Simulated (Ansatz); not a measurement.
Habitual settings against a tight run: BeNi3 (I4/mmm, 4 atoms in the cell)

Self-consistent single point.

```
BeNi3
1.0
   -1.69668     1.69668     3.28655
    1.69668    -1.69668     3.28655
    1.69668     1.69668    -3.28655
Be Ni
1 3
Direct
  0.00000   0.00000   0.00000
  0.75000   0.25000   0.50000
  0.25000   0.75000   0.50000
  0.50000   0.50000   0.00000
```
Moments meant for the start (each program seeds them in its own way; μB, in the order of the atoms Be Ni Ni Ni): 0.0 2.0 2.0 2.0.

Level of theory: LDA (PW92), default PAW files made with PBE (plane waves; Ansatz, a quantum-chemistry and plane-wave program).

Base settings: basis.ecutwfc = 420 eV; kpoints.mp_grid.grid = 14 14 14; hamiltonian.xc = lda; hamiltonian.pseudopotentials = {kind: paw} (the program's default PAW files); magnetization.spin_polarized = true; scf.occupations.method = methfessel_paxton; scf.occupations.width = 0.136 eV.

Tight run (finer mesh or higher cutoff; not a proven limit): basis.ecutwfc: 420 eV → 590 eV; kpoints.mp_grid.grid: 14 14 14 → 19 19 19; scf.convergence.dr2_threshold: default (1e-07 eV) → 1e-09 eV. It gave Fermi level (on the code's own zero) 17.13 eV; pressure -1.43 GPa; size of the cell's spin moment 0.95 μB.

Quick runs, as changes from the base:
- A: the base itself
- B: basis.ecutwfc: 420 eV → 295 eV; kpoints.mp_grid.grid: 14 14 14 → 4 4 4
- C: basis.ecutwfc: 420 eV → 210 eV; kpoints.mp_grid.grid: 14 14 14 → 4 4 4; kpoints.mp_grid.shift: default → 0.5 0.5 0.5
- D: basis.ecutwfc: 420 eV → 210 eV; kpoints.mp_grid.grid: 14 14 14 → 8 8 8; kpoints.mp_grid.shift: default → 0.5 0.5 0.5
- E: basis.ecutwfc: 420 eV → 335 eV; kpoints.mp_grid.grid: 14 14 14 → 6 6 6
- F: basis.ecutwfc: 420 eV → 295 eV; kpoints.mp_grid.grid: 14 14 14 → 8 8 8; scf.occupations.method: methfessel_paxton → cold; scf.occupations.width: 0.136 eV → 0.272 eV; kpoints.mp_grid.shift: default → 0.5 0.5 0.5

Energies are extrapolated to zero smearing width, which holds to low order in the width alone.

The count of work is k-points × plane waves × bands × iterations; it is no time. 

Pressures in the table are Ansatz's without its Pulay estimate, at a fixed set of plane waves; the tight run's value above holds the estimate.

The starting cell comes from a database of computed structures (which also holds hypothetical and non-ambient phases and stackings), without a prior relaxation at this level. Its lattice was rescaled by a random factor within 2.5 % of one. The moments shrank to a small part of their start, a low-spin state that need not be the lowest.

| run | energy less tight (meV/atom) | pressure less tight (GPa) | size of the net moment less tight (μB/atom) | count of work / tight |
|---|---|---|---|---|
| A | 1.6 | -0.02 | 0.00 | 0.26 |
| B | 310.1 | -44.36 | 0.08 | 0.0069 |
| C | 7784.7 | -662.52 | -0.24 | 0.0033 |
| D | 7901.4 | -671.54 | -0.15 | 0.039 |
| E | 40.5 | -8.17 | -0.01 | 0.019 |
| F | 318.2 | -44.34 | 0.03 | 0.063 |

Among the runs at the tight run's level, the energy misses run from 1.6 to 7901.4 meV/atom.

Keys are those of Ansatz 0.2.
